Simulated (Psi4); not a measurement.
Psi4 1.11, PBE0/def2-svp: Sr(Cl)(k2OAc)(OH2)2 (CC1[O][Sr](<-[OH2])(<-[OH2])([Cl])<-[O]=1), 15 atoms. The geometry is a generated start, not checked to be a minimum at this level.

| Item | Result |
|---|---|
| task | energy |
| method | pbe0 |
| basis | def2-svp |
| memory | 3 GB |
| maxiter | 100 |
| keys of the molecule block | symmetry c1 |
| scf_type | df (default) |
| e_convergence | 1e-06 (default) |
| d_convergence | 1e-06 (default) |
| dft_radial_points | 75 (default) |
| dft_spherical_points | 302 (default) |
| effective core potentials | those of the basis set, past Kr |
| basis functions | 160 |
| grid points | 320089 |

```xyz
15

Sr    -1.0319    -0.2446    -0.5168
Cl     0.8387     0.5584    -2.1726
C      1.5503    -0.6081     2.5382
C      0.4594    -0.4918     1.4876
O     -0.0921     0.6139     1.3131
O      0.1429    -1.5091     0.8414
H      2.1567    -1.4858     2.3400
H      2.1554     0.2937     2.5337
H      1.0745    -0.7086     3.5114
O     -1.4386     2.1587    -0.9269
H     -0.7116     2.1992    -1.5734
H     -1.0929     2.6049    -0.1445
O     -1.5958    -1.0219    -2.8060
H     -1.6017    -1.8419    -3.3125
H     -0.8132    -0.5169    -3.1127
```

With the defaults (diis = true, scf_initial_accelerator = adiis, damping_percentage = 0, level_shift = 0, level_shift_cutoff = 0.01, guess = auto, which took SAD, diis_max_vecs = 10, soscf = false, soscf_start_convergence = 0.01) it converges in 9 SCF iterations. One run each on 2 threads, with these changes:
- scf_initial_accelerator = none
- scf_initial_accelerator = ediis
- damping_percentage = 60
- soscf = true, soscf_start_convergence = 0.1
- level_shift = 0.1, level_shift_cutoff = 0.001
- diis_max_vecs = 6
- guess = core
- diis = false, scf_initial_accelerator = none, damping_percentage = 60
- guess = modhuckel

Which runs fail or end elsewhere than the default run?

No convergence: diis = false, scf_initial_accelerator = none, damping_percentage = 60 (the run ends without SCF convergence in 100 iterations). The rest reach the solution of the defaults.

```csv
setting,SCF iterations,JK calls,end
"soscf = true, soscf_start_convergence = 0.1",6,22,same solution
the defaults,9,10,same solution
"level_shift = 0.1, level_shift_cutoff = 0.001",9,10,same solution
scf_initial_accelerator = none,9,10,same solution
diis_max_vecs = 6,9,10,same solution
scf_initial_accelerator = ediis,9,10,same solution
guess = modhuckel,10,40,same solution
guess = core,17,17,same solution
damping_percentage = 60,67,68,same solution
"diis = false, scf_initial_accelerator = none, damping_percentage = 60",100,101,no convergence
```

An SOSCF iteration holds several JK calls; a Hückel guess adds calls on atoms.
